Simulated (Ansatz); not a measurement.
Consider interstitial O in corundum, charge state -2. All values below come from PBE, PAW (plane waves to 420 eV; Ansatz, a program for electronic structure).

Settings: 270 host sites, the relaxed PBE lattice, the Γ point alone, smearing 0.01 eV, spin-restricted, no image-charge correction. Static, classical nuclei. The charge state is imposed; whether it is stable for some Fermi level was not computed. Sites that were not tried may lie lower.

Barriers: single points on a 2×2×2 k-point mesh shifted by half a step along c at the bands' geometries.

The step: a concerted move, in which O travels most. Atoms about the jump, Cartesian Å from the middle of the jump, before and after:

```csv
atom,x0,y0,z0,x1,y1,z1
O1,-0.21,-0.49,-0.14,0.21,0.49,0.14
Al2,-0.77,0.27,-1.77,-0.67,0.39,-1.61
Al3,-0.74,0.23,1.61,-0.72,0.38,1.77
Al4,1.55,-0.94,0.34,1.51,-0.90,0.42
O5,1.05,0.63,1.29,1.14,-0.05,2.04
O6,-0.21,-1.55,-2.04,0.04,-1.29,-1.32
O7,-0.08,1.92,-1.08,-0.11,2.14,-1.29
Al8,1.60,1.80,-0.18,1.49,1.79,-0.34
O9,-1.84,-1.22,1.32,-1.59,-1.17,1.11
Al10,-0.77,-2.30,-0.41,-0.83,-2.46,-0.27
O11,2.24,0.24,-1.08,2.31,0.25,-1.09
O12,-2.55,0.25,-1.11,-2.47,0.27,-1.08
O13,-1.75,1.73,1.08,-1.80,1.81,1.08
O14,0.63,-2.42,1.09,0.61,-2.44,1.08
Al15,1.55,-1.09,-2.52,1.56,-1.07,-2.41
```

Task: Predict the transition state.

Result: 
```csv
atom,x,y,z
O1,-0.13,0.05,-0.05
Al2,-0.74,0.29,-1.71
Al3,-0.70,0.33,1.66
Al4,1.50,-0.90,0.33
O5,1.20,0.49,1.52
O6,-0.06,-1.47,-1.63
O7,-0.09,2.06,-1.18
Al8,1.51,1.74,-0.16
O9,-1.71,-1.24,1.19
Al10,-0.84,-2.42,-0.31
O11,2.26,0.24,-1.05
O12,-2.56,0.24,-1.11
O13,-1.78,1.79,1.10
O14,0.60,-2.39,1.06
Al15,1.52,-1.11,-2.47
```
It lies 0.50 eV above the start and 0.50 eV above the end. The saddle point's order was not checked.
